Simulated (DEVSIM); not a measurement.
System: Pt/AlN/p-Ge capacitor, at 400 K.

Layer 1 from the left is AlN, thickness (nm) 24.0. Layer 2 from the left is Ge, thickness (nm) 1700, Na (cm⁻³) 1.2e17.

Metal gate on the left, work function 5.6 eV. Fixed charge at the semiconductor interface 0 cm⁻² (in units of +e); no interface traps.

The device is made up for the run: typed textbook-type constants, with dimensions and the other settings drawn at random. Values at 300 K; Nc and Nv go as T^1.5, mobilities as T to minus their exponent, the gap by Varshni's rule with the affinity fixed.

AlN: gap (eV) 6.1, affinity (eV) 1.9, permittivity 8.5. Ge: gap (eV) 0.664, affinity (eV) 4, permittivity 16, Nc (cm⁻³) 1.04e19, Nv (cm⁻³) 6e18, Varshni α (eV/K) 0.000477, Varshni β (K) 235.

Model (solved in DEVSIM): 1D Poisson equation in equilibrium, Boltzmann statistics, complete ionisation; no quantum confinement or tunnelling. Metal contacts follow the ideal Schottky-Mott rule: no Fermi-level pinning, no interface dipoles.

Question: What does the simulation give for the flat-band voltage?

Answer: flat-band voltage 1.13 V.
